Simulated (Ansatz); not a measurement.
An Ansatz (a quantum-chemistry and plane-wave program) input (PBEsol (Ansatz; PAW; 420 eV plane waves; scalar-relativistic without spin-orbit coupling)):

Ansatz 0.2 input:
```yaml
crystal:
  lattice:
    - [-2.8558816706, 2.8558816706, 5.7352903398]
    - [2.8558816706, -2.8558816706, 5.7352903398]
    - [2.8558816706, 2.8558816706, -5.7352903398]
  atoms:
    - { symbol: Cu, position: [0, 0, 0] }
    - { symbol: Cu, position: [0.75, 0.25, 0.5] }
    - { symbol: Zn, position: [0.25, 0.75, 0.5] }
    - { symbol: Pb, position: [0.5, 0.5, 0] }
    - { symbol: Se, position: [0.6476174592, 0.6369391099, 0.5549367254] }
    - { symbol: Se, position: [0.0820023845, 0.0926807338, 0.4450632746] }
    - { symbol: Se, position: [0.3630608901, 0.9179976155, 0.0106783493] }
    - { symbol: Se, position: [0.9073192662, 0.3523825408, 0.9893216507] }
basis: { ecutwfc: 420, ecutrho_ratio: 4, xc_grid: 2, fft_grid_basis: typed }
kpoints: { mp_grid: { grid: [12, 12, 12] } }
hamiltonian:
  xc: pbesol
  dispersion: none
  pseudopotentials: { kind: paw }
scf: { occupations: { method: fermi_dirac, width: 0.05 }, convergence: { dr2_threshold: 0.0000000008 } }
output: { forces: true, stress: true }
checkpoint: { write: state.ck, write_every: 1000 }
```

**Question.** Which symmetry and how many k-points will the program report, and about how many plane waves at Γ?

**Answer.** Space group I-4 (ITA 82) with 4 operations, k-points 242 of 1728, and 3691 plane waves at Γ.

No phonon test of stability was made. All final runs are without spin polarisation. The cell was made from ZnCu2SnSe4 by this change: Sn → Pb; the result is a hypothetical phase, not in the database extracts checked.
